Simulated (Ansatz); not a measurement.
The parent structure is BaTiO$_{3}$ in the cubic perovskite structure (space group Pm-3m, No. 221; a = 4.019 Å).

Now apply this change: every lattice vector is stretched by 1.47 %, atoms relaxed at fixed cell.

Levels (all Ansatz, a first-principles code, PAW): PBE (420 eV, no spin-orbit coupling); HSE06 (420 eV, no spin-orbit coupling).

The geometry is relaxed with PBE.

| Quantity | Value |
|---|---|
| PBE lowest conduction level above the VBM at special points | Γ 1.69 eV; X 1.80 eV; M 3.26 eV |

With HSE06 at the same geometry, the lowest conduction level above the VBM at special points changes from Γ 1.69 eV; X 1.80 eV; M 3.26 eV to Γ 3.04 eV; X 3.17 eV; M 4.79 eV.

Single points use the geometry relaxed with PBE. The hybrid gap comes from the SCF mesh plus the semilocal run's edge points and a few special points and is an upper bound. The levels and masses belong to the bands next to the band gap. The cells carry an imposed strain or load. No phonon test of stability was made. All final runs are without spin polarisation. Many cubic perovskites are stable only at high temperature; tilts and polar distortions were not tested. This is not the structure that BaTiO3 has at room temperature and ambient pressure.
